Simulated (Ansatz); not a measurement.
# Effect of electrons 3.0×10^21 cm⁻³ on HgTe

The parent structure is HgTe (space group P3_121, No. 152; a = 4.6793 Å, c = 10.3852 Å; a cell from a computed database, its experimental status unchecked; made of chains).

One thing is altered: electron doping at 3.0×10^21 cm⁻³ (0.591 per cell), with a uniform compensating background at fixed cell and a 300 K Fermi–Dirac width.

All numbers come from Kohn–Sham DFT with the r2SCAN functional, run in Ansatz (a first-principles code) with PAW and 500 eV plane waves, no spin-orbit coupling, earlier PAW set. Settings: 12×12×5 k-points, 0.0259 eV Fermi–Dirac smearing.

Gap between the host's bands: 0.68 eV (base 0.97 eV)
Gap character: indirect, A → M (base indirect, A → Γ)
Largest internal atomic displacement: 0.114 Å
Fermi level relative to the doped band's edge (positive inside the band; to 0.05 eV): +0.55 eV

Charged cell with a jellium background: band edges are those of the host's band count, energies are not comparable with the neutral cell, and many-body gap narrowing is missing. Spin-orbit coupling, missing from the scalar runs, can matter with Hg and Te. No phonon test of stability was made. No dispersion term is included, though the crystal is made of layers, chains or molecules, so its spacings can come out too wide. This is not the structure that HgTe has at room temperature and ambient pressure.
